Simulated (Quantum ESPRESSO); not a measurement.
Quantum ESPRESSO run on SrMg14Ga (Amm2, 16 atoms in the cell): self-consistent single point.

Computed with PBEsol, SSSP 1.1.2 efficiency (PBE) pseudopotentials (plane waves; Quantum ESPRESSO).

```xyz
16
Lattice="10.5598 0.0000 0.0000 0.0000 3.2212 5.6668 0.0000 -3.2212 5.6668" Properties=species:S:1:pos:R:3 pbc="T T T"
Sr     5.2799     0.0000     1.9370
Mg     0.0000     0.0000     1.8804
Mg     0.0000     0.0000     7.5798
Mg     5.2799    -1.5606     4.7906
Mg     5.2799     1.5606     4.7906
Mg     0.0000    -1.6369     4.7201
Mg     0.0000     1.6369     4.7201
Mg     2.5333    -1.5662     6.5962
Mg     8.0265     1.5662     6.5962
Mg     8.0265    -1.5662     6.5962
Mg     2.5333     1.5662     6.5962
Mg     2.4931     0.0000     3.8193
Mg     8.0667     0.0000     3.8193
Mg     2.7429     0.0000     9.4096
Mg     7.8169     0.0000     9.4096
Ga     5.2799     0.0000     7.4075
```

Reference input (self-consistent single point, DFT, PBEsol, plane waves, GBRV 1.5 ultrasoft (PBESOL) pseudopotentials): ecutwfc = 50 Ry; ecutrho = 250 Ry; occupations = smearing; smearing = marzari-vanderbilt; degauss = 0.0099958 Ry; K_POINTS = automatic 2 3 3 0 0 0; conv_thr = 1e-11 Ry. This run's input differs from it in these lines:

```diff
@@ -13,4 +13,4 @@
    ntyp = 3
-   ecutwfc = 50
-   ecutrho = 250
+   ecutwfc = 70
+   ecutrho = 560
    occupations = 'smearing'
@@ -18,2 +18,3 @@
    degauss = 0.0099958
+   input_dft = 'pbesol'
 /
@@ -23,5 +24,5 @@
 ATOMIC_SPECIES
-Sr    87.6200  sr_pbesol_v1.uspp.F.UPF
-Mg    24.3050  mg_pbesol_v1.4.uspp.F.UPF
-Ga    69.7230  ga_pbesol_v1.4.uspp.F.UPF
+Sr    87.6200  Sr_pbe_v1.uspp.F.UPF
+Mg    24.3050  Mg.pbe-n-kjpaw_psl.0.3.0.UPF
+Ga    69.7230  Ga.pbe-dn-kjpaw_psl.1.0.0.UPF
 ATOMIC_POSITIONS {crystal}
```

Output, abridged:

```
     Self-consistent Calculation

     iteration #  1     ecut=    70.00 Ry     beta= 0.70

     Threshold (ethr) on eigenvalues was too large:
     Diagonalizing with lowered threshold

     negative rho (up, down):  6.447E-02 0.000E+00

     total energy              =    -803.13562799 Ry
     estimated scf accuracy    <       0.47955048 Ry

     iteration #  2     ecut=    70.00 Ry     beta= 0.70

     negative rho (up, down):  6.441E-02 0.000E+00

     total energy              =    -802.37640579 Ry
     estimated scf accuracy    <      13.70508280 Ry

     iteration #  3     ecut=    70.00 Ry     beta= 0.70

     negative rho (up, down):  6.483E-02 0.000E+00

     total energy              =    -803.43419009 Ry
     estimated scf accuracy    <       0.05896470 Ry

   [... 16 blocks of this kind left out ...]

     iteration # 20     ecut=    70.00 Ry     beta= 0.70

     negative rho (up, down):  6.549E-02 0.000E+00

     total energy              =    -803.45752362 Ry
     estimated scf accuracy    <          1.2E-11 Ry

     iteration # 21     ecut=    70.00 Ry     beta= 0.70

     negative rho (up, down):  6.549E-02 0.000E+00
     End of self-consistent calculation

     the Fermi energy is     4.0797 ev

!    total energy              =    -803.45752362 Ry
     estimated scf accuracy    <          1.0E-12 Ry
     smearing contrib. (-TS)   =      -0.00075223 Ry
     internal energy E=F+TS    =    -803.45677139 Ry

     convergence has been achieved in  21 iterations

     negative rho (up, down):  6.549E-02 0.000E+00

     Forces acting on atoms (cartesian axes, Ry/au):

     atom    1 type  1   force =     0.00000000    0.00000000    0.00031124
     atom    2 type  2   force =     0.00000000    0.00000000    0.00208765
     atom    3 type  2   force =     0.00000000    0.00000000    0.00200370
     atom    4 type  2   force =     0.00000000   -0.00011092    0.00306676
     atom    5 type  2   force =     0.00000000    0.00011092    0.00306676
   [... lines left out ...]
     Total force =     0.012518     Total SCF correction =     0.000000
   [... lines left out ...]

     negative rho (up, down):  6.549E-02 0.000E+00
          total   stress  (Ry/bohr**3)                   (kbar)     P=       -8.19
  -0.00010337   0.00000000   0.00000000          -15.21        0.00        0.00
   0.00000000  -0.00004268   0.00000000            0.00       -6.28        0.00
   0.00000000   0.00000000  -0.00002094            0.00        0.00       -3.08

   JOB DONE.
```

The run converged in 21 iterations. Against the reference run the pressure hardly changes (-0.86 to -0.82 GPa) and the largest force hardly changes (0.106 to 0.108 eV/Å).

The starting cell comes from a database of computed structures (which also holds hypothetical and non-ambient phases and stackings), without a prior relaxation at this level.

Cost on one core of a shared machine: roughly 10 min.
